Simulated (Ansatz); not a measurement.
An Ansatz (an electronic-structure program) run: WS2 with a change (pressure 0.9 GPa); DFT with PBE-D3(BJ), PAW potentials and a 420 eV plane-wave cutoff in Ansatz, scalar-relativistic without spin-orbit coupling, earlier PAW set.

Input:

Ansatz 0.2 input:
```yaml
crystal:
  lattice:
    - [3.1542948085, 0, 0]
    - [-1.5771474043, 2.7316994352, 0]
    - [0, 0, 12.1408630998]
  atoms:
    - { symbol: W, position: [0.3333333333, 0.6666666667, 0.25] }
    - { symbol: W, position: [0.6666666667, 0.3333333333, 0.75] }
    - { symbol: S, position: [0.3333333333, 0.6666666667, 0.6202998989] }
    - { symbol: S, position: [0.6666666667, 0.3333333333, 0.1202998989] }
    - { symbol: S, position: [0.6666666667, 0.3333333333, 0.3797001011] }
    - { symbol: S, position: [0.3333333333, 0.6666666667, 0.8797001011] }
basis: { ecutwfc: 420, ecutrho_ratio: 4, xc_grid: 2, fft_grid_basis: typed }
kpoints: { mp_grid: { grid: [12, 12, 3] } }
hamiltonian:
  xc: pbe
  dispersion: d3bj
  pseudopotentials: { azcp: { folder: ./paw }, kind: paw }
scf: { occupations: { method: fermi_dirac, width: 0.05 } }
relax: { f_tol: 0.01, max_steps: 60, cell: { stress_tol: 0.02, p_target: 0.9 } }
output: { forces: true, stress: true }
checkpoint: { write: state.ck, write_every: 1000 }
```

Output (explanatory and most iteration lines left out):

```
Relaxation: its limit of steps is 60 (relax.max_steps)
Pseudopotential: W, paw, valence charge 14
Pseudopotential: S, paw, valence charge 6
Crystal: 6 atoms, lattice volume = 104.613 Å³
Basis set: ecut = 420 eV, 2033 PW (Γ), exchange–correlation on 48×48×180 points (8 copies of the dense FFT grid, shifted against one another)
Bands: 32, of which v1, the nominal top of the filled ones, is band 26 counted from 1 (25 counted from 0)
Symmetry: 24 space group operations
Space group: P63/mmc (ITA 194), of the structure as read, at distance tolerance 4.7e-5 Å
k-points: 38 of 432
Functional: x = pbe(κ = 0.804, μ = 0.2195149727645171), c = pbe(β = 0.06672455060314922)
SCF iter   1: F=—  HF=-24388.329963 eV  |F-HF|=—  |Δ(HF+E_count)|=         —  Δρ=4.16e-2  dr2=2.88e0  ethr=3.10e-3  ⟨swp⟩=7.7  Hψ=6427  notcnv=0
SCF iter   2: F=—  HF=-24387.745503 eV  |F-HF|=—  |Δ(HF+E_count)|=   5.84e-1  Δρ=2.36e-2  dr2=9.52e-1  ethr=3.10e-3  ⟨swp⟩=2.8  Hψ=2086  notcnv=0  defer=18
SCF 1 converged in 9 iterations: F = -24387.514149 eV  dr2 = 1.52e-9
relax step   1: F+E_penalty+E_count = -24387.51414861 eV  Δ(F+E_penalty+E_count) = +0.000e0 eV  max|allowed force component| = 4.509e-4 eV/Å  Δτ_max = 0.0000 Å  P = -0.002 GPa  Ω = 104.613 Å³  (9 SCF iters, dr2 threshold 1.00e-7 eV, accepted)
[... steps on the carried basis left out ...]
relax step   6: F+E_penalty+E_count = -24387.50949287 eV  Δ(F+E_penalty+E_count) = +5.227e-4 eV  max|allowed force component| = 8.930e-4 eV/Å  Δτ_max = 0.0000 Å  P = +0.898 GPa  Ω = 102.902 Å³  stress off target by 2.79e-3 GPa  SCF on the basis re-selected at this cell (its energy is not comparable with the rows above)  (7 SCF iters)
SCF converged after 7 iterations
Free energy (F): -24387.509493 eV
Internal energy: -24387.509490 eV  (E = F + TS)
E sigma→0 (E₀):  -24387.509491 eV
Entropy (-TS):   -0.000003 eV (-0.001 meV/atom)
Fermi energy:    12.705340 eV
  E_disp       = -2.657998  (pairwise vdW)
--- Forces (eV/Å), atoms counted from 1 ---
  atom   1  W      0.00000000     0.00000000     0.00000000
  atom   2  W     -0.00000000    -0.00000000     0.00000000
  atom   3  S     -0.00000000    -0.00000000     0.00089303
  atom   4  S      0.00000000     0.00000000     0.00089303
  atom   5  S      0.00000000     0.00000000    -0.00089303
  atom   6  S     -0.00000000    -0.00000000    -0.00089303
--- Stress (GPa, compression-positive) ---
        0.897939       0.000000       0.000000
        0.000000       0.897939       0.000000
        0.000000       0.000000       0.897214
  P = ⅓ Tr σ = 0.8977 GPa (8.977 kbar)
--- Relaxed structure (5 steps of the walk, 4 accepted, 1 SCFs on fresh bases) ---
  cell:  # Å, volume = 102.9019 Å³
    - [3.146560472329321, 2.8796891230013746e-11, 0.0]
    - [-1.5732802361895992, 2.725001303566756, 0.0]
    - [0.0, 0.0, 12.001091635110543]
  atoms:
    - { symbol: W, position: [0.33333333333333326, 0.6666666666666665, 0.25] }
    - { symbol: W, position: [0.6666666666666665, 0.3333333333333333, 0.7500000000000001] }
    - { symbol: S, position: [0.33333333333333326, 0.6666666666666665, 0.6187222294522482] }
    - { symbol: S, position: [0.6666666666666665, 0.3333333333333333, 0.11872222945224808] }
    - { symbol: S, position: [0.6666666666666665, 0.3333333333333333, 0.38127777054775186] }
    - { symbol: S, position: [0.33333333333333326, 0.6666666666666665, 0.8812777705477518] }
```

Spin-orbit coupling, missing from the scalar runs, can matter with W. Load acts through the strain it causes; cell and atoms are relaxed under it. No phonon test of stability was made. The cell was made from WS2 in the 2H-MoS2 type structure (space group P6_3/mmc, No. 194; layered, stacked along the Cartesian z axis) by this change: pressure 0.9 GPa.
